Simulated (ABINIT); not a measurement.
**Equation of state of hcp Zr (space group 194): energy against volume (ABINIT, PBEsol)**

```xyz
2
Lattice="3.1362 0.0000 0.0000 -1.5681 2.7160 0.0000 0.0000 0.0000 5.0005" Properties=species:S:1:pos:R:3 pbc="T T T"
Zr     1.5681     0.9053     3.7504
Zr     0.0000     1.8107     1.2501
```

Method of the run: PBEsol, norm-conserving pseudopotentials (PseudoDojo nc-sr-04 PBEsol standard) (plane waves; ABINIT). Settings: pseudos = [Zr.upf]; ecut = 86 Ry; ixc = -116133; occopt = 3; tsmear = 0.00183747 Ha; ngkpt = 18 18 10; nshiftk = 1; shiftk = 0 0 0; potentials = PseudoDojo nc-sr-04 PBEsol standard; nband = 17; kptopt = 1; nstep = 60; tolvrs = 1e-11. The cell above is the first row's. The rows scale it uniformly. In all rows fractional positions and the k mesh are held. E is the free energy at the stated smearing, counted from the lowest row.

| V (Å^3/atom) | E (meV/atom) |
|---|---|
| 21.297 | ? |
| 21.760 | 7.33 |
| 22.223 | 0.56 |
| 22.686 | 0.00 |
| 23.149 | 5.13 |
| 23.612 | 15.47 |
| 24.075 | 30.59 |
| 24.538 | 50.07 |
| 25.001 | 73.56 |

Question: Fit E against V with the third-order Birch-Murnaghan form, a cubic in V^(-2/3), and predict the withheld value at V = 21.297.

Answer: With u = V^(-2/3) - 0.122, the rows have u = 0.006300, 0.004512, 0.002785, 0.001115, -0.000499, -0.002062, -0.003576, -0.005042. Least squares gives E = 11.705 - 7032.4·u + 1023966·u² - 2846342·u³. Residuals (row less fit): 0.000, 0.001, 0.000, -0.003, 0.001, 0.005, -0.007, 0.002; standard error 0.005 (degrees of freedom: 4). Its minimum lies at u = 0.003485, so V0 = (0.125485)^(-3/2) = 22.50. There d²E/du² = 1988000 and d³E/du³ = -1.708e7, so B0 = (4/9) × 22.50^(-7/3) × 1988000 × 0.160218 = 99.1 GPa (the last factor turns the table's units into GPa), and B0' = 4 + (2/3) × 0.125485 × (-1.708e7)/1988000 = 3.3. The program's pressures in the fitted runs (not shown) pass through zero at V = 22.50, 0.00 % from this V0. At the withheld row, u = 0.008153, so E = 11.705 - 7032.4 × 0.008153 + 1023966 × 0.008153² - 2846342 × 0.008153³ = 20.892 meV/atom. The calculation gives 20.89 meV/atom, which the fit meets to the printed digits. The row lies outside the fitted rows, so this is an extrapolation. From the scatter of the fitted rows alone, a prediction at this place has a standard error of 0.014 meV/atom, so the miss is 0.1 times that.

Carrying the step between the two nearest rows on in a straight line would have given 14.10, off by 6.79; series whose last step already gives the withheld value aren't shown. The scan was laid around a cell of about the measured size, scaled by a guess for this functional; axis ratios and inner coordinates come from that cell. The runs keep the symmetry of the cell, so they don't test it for distortions. The shape of the cell and the inner coordinates aren't relaxed, so V0 and B0 belong to this uniform scaling; a relaxed crystal lies no higher in energy and is usually softer. Cutoffs and mesh are single choices, not tested for convergence of this quantity. Series with a scatter that would blur these digits, or in which a gap closes, are not shown. Nor are scans whose minimum lies at an end fitted in this form.
